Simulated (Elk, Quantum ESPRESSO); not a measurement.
Equation of state of hcp Be (space group 194): energy against volume (Elk, LDA)

```xyz
2
Lattice="2.2009 0.0000 0.0000 -1.1005 1.9061 0.0000 0.0000 0.0000 3.4408" Properties=species:S:1:pos:R:3 pbc="T T T"
Be     1.1005     0.6354     2.5806
Be     0.0000     1.2707     0.8602
```

Level of theory: LDA (PW92), all-electron FP-LAPW, Elk's shipped species files, APW+lo basis with extra local orbitals (Elk 10.2.4). Settings: xctype = 3; rgkmax = 8.55; stype = 3; swidth = 0.00183747 Ha; ngridk = 30 30 17; gmaxvr = 16 1/bohr; nxlo = 2; lorbcnd = true; lmaxi = 3; sphere radii = {Be: 1.8} bohr. The cell above is the first row's. The rows scale it uniformly. In all rows fractional positions and the k mesh are held. E is the free energy at the stated smearing, counted from the lowest row.

```
V (Å^3/atom)  E (meV/atom)
------------  ------------
7.2172                6.50
7.3741                1.76
7.5310                0.00
7.6879                0.95
7.8448                4.37
8.0017               10.06
8.1586               17.82
8.3155               27.49
8.4724                   ?
```

**Question.** Using the third-order Birch-Murnaghan form, a cubic in V^(-2/3), estimate the missing E at V = 8.4724 from the other rows, showing the fit.

**Answer.** With u = V^(-2/3) - 0.255, the rows have u = 0.012765, 0.008953, 0.005274, 0.001721, -0.001713, -0.005035, -0.008251, -0.011364. Least squares gives E = 2.351 - 997.31·u + 105325·u² - 136861·u³. Residuals (row less fit): 0.002, -0.006, -0.001, 0.004, 0.001, 0.000, -0.007, 0.003; standard error 0.006 (degrees of freedom: 4). Its minimum lies at u = 0.004779, so V0 = (0.259779)^(-3/2) = 7.553. There d²E/du² = 206700 and d³E/du³ = -821200, so B0 = (4/9) × 7.553^(-7/3) × 206700 × 0.160218 = 132 GPa (the last factor turns the table's units into GPa), and B0' = 4 + (2/3) × 0.259779 × (-821200)/206700 = 3.3. At the withheld row, u = -0.014381, so E = 2.351 - 997.31 × (-0.014381) + 105325 × (-0.014381)² - 136861 × (-0.014381)³ = 38.883 meV/atom. The calculation gives 38.89 meV/atom, 0.007 meV/atom above the prediction (under 0.05 % of the range of E in the table). The row lies outside the fitted rows, so this is an extrapolation. From the scatter of the fitted rows alone, a prediction at this place has a standard error of 0.013 meV/atom, so the miss is 0.5 times that.

Carrying the step between the two nearest rows on in a straight line would have given 37.16, off by 1.73; series whose last step already gives the withheld value aren't shown. The scan was laid around a cell of about the measured size, scaled by a guess for this functional; axis ratios and inner coordinates come from that cell. The runs keep the symmetry of the cell, so they don't test it for distortions. A plane-wave scan with the same functional (Quantum ESPRESSO, GBRV) gives V0 = 7.57 Å^3/atom and B0 = 131 GPa; a Birch-Murnaghan fit to all rows here lies -0.2 % from it in V0 and 0 % in B0; the two differ in basis, and may differ in potentials and mesh. Values depend on the basis (sphere radii, cutoffs, local orbitals), which need not be converged. The shape of the cell and the inner coordinates aren't relaxed, so V0 and B0 belong to this uniform scaling; a relaxed crystal lies no higher in energy and is usually softer. Sphere radii are the same in all rows. Cutoffs and mesh are single choices, not tested for convergence of this quantity. Series with a scatter that would blur these digits, or in which a gap closes, are not shown. Nor are scans whose minimum lies at an end fitted in this form.
